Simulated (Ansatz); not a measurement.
The starting structures come from a database of crystals and need not be the phases stable at ambient conditions.

 Where the default PAW files enter, the runs use the earlier of Ansatz's two default sets.

Inside the gap of an insulator the Bloch states are evanescent, with a wavenumber k + iκ along the transport direction.

Input:

```
CELL_PARAMETERS angstrom
      5.08466     0.00000     0.00000
     -1.03990     5.03599     0.00000
      1.60939     2.73285     7.04359
ATOMIC_POSITIONS crystal
  Li 0.57350 0.19540 0.31960
  Li 0.42650 0.80460 0.68040
  Li 0.00000 0.00000 0.50000
  Li 0.50000 0.00000 0.00000
  Li 0.77030 0.60550 0.88790
  Li 0.22970 0.39450 0.11210
  Li 0.70380 0.38550 0.60380
  Li 0.29620 0.61450 0.39620
  Te 0.10900 0.21100 0.78780
  Te 0.89100 0.78900 0.21220
  O  0.42510 0.39000 0.84700
  O  0.57490 0.61000 0.15300
  O  0.94880 0.43680 0.33110
  O  0.05120 0.56320 0.66890
  O  0.86780 0.16940 0.04400
  O  0.13220 0.83060 0.95600
  O  0.78040 0.00990 0.75070
  O  0.21960 0.99010 0.24930
  O  0.66310 0.81680 0.42820
  O  0.33690 0.18320 0.57180
```

Space group of this cell: P-1. The cell is taken as given; by r2SCAN its mean pressure is 0.7 GPa.

Transport runs along the normal of the first two printed cell vectors.

No gap correction and no spin-orbit coupling; mid-gap values are interpolated between computed energies.

### Question
Predict the band gap and the smallest decay constant κ at mid-gap from r2SCAN run with Ansatz (a quantum-chemistry and plane-wave program).

### Answer
Gap 3.82 eV on a 6×6×4 mesh; κ = 0.375 1/Å, at the zone centre.
